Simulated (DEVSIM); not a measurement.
# Si n-i-p diode

Structure: Si n-i-p diode, at 350 K.

| layer (left to right) | material | thickness (μm) | Nd (cm⁻³) | Na (cm⁻³) | τn (s) | τp (s) |
|---|---|---|---|---|---|---|
| 1 | Si | 0.230 | 3e18 | - | 4.4e-6 | 4.4e-6 |
| 2 | Si | 9.80 | - | 5.2e12 | 4.4e-6 | 4.4e-6 |
| 3 | Si | 1.40 | - | 3.4e17 | 4.4e-7 | 4.4e-6 |

Left contact: ohmic. Right contact: ohmic. Voltage is applied to the left contact. Recombination: SRH at mid-gap, radiative. Gap narrowing is on: ΔEg = 6.92 meV × (l + √(l² + 0.5)), l = ln(N/1.3e17 cm⁻³), shared equally by both band edges. Mobility is μmin + (μ − μmin)/(1 + (N/Nref)^α).

Constants are typed, rounded textbook-type inputs, not results; the design itself was drawn at random and stands for no fabricated device. Values at 300 K; Nc and Nv go as T^1.5, mobilities as T to minus their exponent, the gap by Varshni's rule with the affinity fixed.

```
parameter               Si
----------------  --------
gap (eV)             1.124
affinity (eV)         4.05
permittivity          11.7
Nc (cm⁻³)          2.86e19
Nv (cm⁻³)           3.1e19
μn (cm²/Vs)           1417
μp (cm²/Vs)            470
μn,min                  52
μp,min                  45
Nref,n              9.7e16
Nref,p              2.2e17
αn                    0.68
αp                    0.72
T exponent of μn       2.3
T exponent of μp       2.2
B (cm³/s)          4.7e-15
Varshni α (eV/K)  0.000473
Varshni β (K)          636
```

Model (solved in DEVSIM): 1D drift-diffusion, Boltzmann statistics, complete ionisation; no tunnelling, impact ionisation, image-force lowering or self-heating.

| Property | Result |
|---|---|
| Potential step across the device at zero bias | 0.863 V |
| Dark forward voltage at 1 A/cm² | 0.551 V |
| Dark forward voltage at 100 A/cm² | 0.704 V |

Dark reverse current:

```json
[
 {"V (V)": "0.20", "J (A/cm²)": "2.8e-6"},
 {"V (V)": "0.50", "J (A/cm²)": "3.9e-6"},
 {"V (V)": "1.00", "J (A/cm²)": "4.8e-6"},
 {"V (V)": "1.50", "J (A/cm²)": "5.2e-6"},
 {"V (V)": "2.00", "J (A/cm²)": "5.5e-6"},
 {"V (V)": "3.00", "J (A/cm²)": "5.8e-6"},
 {"V (V)": "4.00", "J (A/cm²)": "6.0e-6"},
 {"V (V)": "5.00", "J (A/cm²)": "6.1e-6"},
 {"V (V)": "6.50", "J (A/cm²)": "6.2e-6"},
 {"V (V)": "8.00", "J (A/cm²)": "6.3e-6"},
 {"V (V)": "10.00", "J (A/cm²)": "6.4e-6"}
]
```

Dark forward current:

(V (V), J (A/cm²)): (-0.05, -3.6e-6); (-0.10, -1.4e-5); (-0.15, -4.8e-5); (-0.20, -0.00014); (-0.25, -0.00040); (-0.30, -0.0011); (-0.35, -0.0033); (-0.40, -0.011); (-0.45, -0.046); (-0.50, -0.21); (-0.55, -0.98); (-0.60, -4.7); (-0.65, -22); (-0.70, -90); (-0.75, -320); (-0.80, -890); (-0.85, -2000)
